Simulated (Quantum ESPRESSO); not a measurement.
**Convergence study of the plane-wave cutoff for VW3 (I4mm, 4 atoms in the cell)**

```xyz
4
Lattice="0.0000 3.1095 3.1095 3.1095 0.0000 3.1095 3.1095 3.1095 0.0000" Properties=species:S:1:pos:R:3 pbc="T T T"
V      0.0000     0.0000     0.0500
W      1.5547     1.5547     1.5547
W      4.6642     4.6642     4.6642
W      3.1095     3.1095     3.1095
```

Level of theory: LDA (PW92), PseudoDojo standard norm-conserving (LDA) pseudopotentials (plane waves; Quantum ESPRESSO).

Base settings: ecutwfc = 85 Ry; occupations = smearing; smearing = gaussian; degauss = 0.0073499 Ry; potentials = {V: V.upf, W: W.upf}; K_POINTS = automatic 3 3 3 0 0 0; conv_thr = 1e-10 Ry; mixing_beta = 0.7.

The mesh stays at the base's, so the ladder's end is converged at best in this setting alone.

Only quantities that move along the ladder and can be compared are tabulated.

The count of work is k-points × plane waves × bands × iterations; it is no time. Core times come from one kind of shared machine, to one figure; runs under 30 s give none.

The starting cell comes from a database of computed structures (which also holds hypothetical and non-ambient phases and stackings), without a prior relaxation at this level. Its lattice was rescaled by up to half a per cent. One atom was moved a little off its site on purpose. Spin polarisation is off. In the base run, with a pressure of about -9 GPa the cell is away from its equilibrium volume at this level. Without a gap this mesh is coarse (it stands for a supercell whose shortest vector is 13 Å).

```tsv
ecutwfc	free energy less the last step's (meV/atom)	pressure (GPa)	largest difference of a force vector from the last step's (eV/Å)	count of work / last	core time / last (rough)
30 Ry	6723.10	-181.63	0.169	0.053	–
34 Ry	4144.86	-137.45	0.040	0.064	–
38 Ry	2394.45	-99.06	0.052	0.076	–
42 Ry	1385.99	-70.64	0.055	0.087	–
47 Ry	644.54	-44.25	0.001	0.096	–
51 Ry	333.11	-30.28	0.024	0.11	–
59 Ry	74.71	-15.24	0.003	0.15	–
68 Ry	12.51	-10.18	0.001	0.22	–
76 Ry	4.12	-9.28	0.000	0.24	0.1
85 Ry	2.69	-9.12	0.000	0.31	0.1
94 Ry	2.53	-9.11	0.000	0.29	0.2
102 Ry	2.28	-9.14	0.000	0.38	0.3
115 Ry	1.35	-9.19	0.000	0.37	0.2
128 Ry	0.66	-9.19	0.000	0.50	0.3
149 Ry	0.28	-9.18	0.000	0.58	0.4
170 Ry	0.09	-9.17	0.000	0.86	0.4
204 Ry	0.00	-9.17	0.000	1.0	1
```

Coarsest ecutwfc that holds the free energy within 1 meV/atom of the last step, with all finer ones: 128 Ry, at about 0.3 of the last step's time; the step before is off by 1.4 meV/atom.

Coarsest ecutwfc that holds the forces within 0.02 eV/Å of the last step, with all finer ones: 59 Ry, at 0.15 of the last step's count of work; the step before is off by 0.024 eV/Å.

Coarsest ecutwfc that holds the pressure within 0.5 GPa of the last step, with all finer ones: 76 Ry, at 0.24 of the last step's count of work and about 0.1 of the last step's time; the step before is off by 1.0 GPa.

Two neighbours can agree and both be off: 85 Ry and 94 Ry differ by 0.16 meV/atom in the free energy, yet lie about 2.5 meV/atom from the last step.

At the lowest cutoff the pressure lies 172 GPa under the last step's, the usual sign of Pulay stress in an incomplete plane-wave basis.
